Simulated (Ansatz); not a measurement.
# KTaO3 with two functionals

Take KTaO3 in the cubic perovskite structure (space group Pm-3m, No. 221; a = 4.0232 Å) as the base.

(Cell as relaxed with PBE.)

Levels (all Ansatz, a quantum-chemistry and plane-wave program, PAW, earlier PAW set): PBE (420 eV, spin-orbit coupling left out); PBEsol (420 eV, no spin-orbit coupling).

Each level relaxes its own structure.

```tsv
quantity	PBE	PBEsol
volume per atom	13.02 Å³	?
lattice parameter a	4.023 Å	?
band gap	2.17 eV	?
gap character	indirect, R → Γ	?
```

Q: Predict the PBEsol column.

A: 
- volume per atom, PBEsol: 12.65 Å³
- lattice parameter a, PBEsol: 3.984 Å
- band gap, PBEsol: 2.15 eV
- gap character, PBEsol: indirect, R → Γ

PBE's volume per atom lies 0.37 Å³ above PBEsol's (3.0 %); PBE's lattice parameter a lies 0.039 Å above PBEsol's (1.0 %); PBE's band gap lies 0.025 eV above PBEsol's; the two agree on the gap character. Neither level is exact; PBEsol is the comparison here, not a measurement.

Spin-orbit coupling, missing from the scalar runs, can matter with Ta. Whether these cells are dynamically stable was not tested.
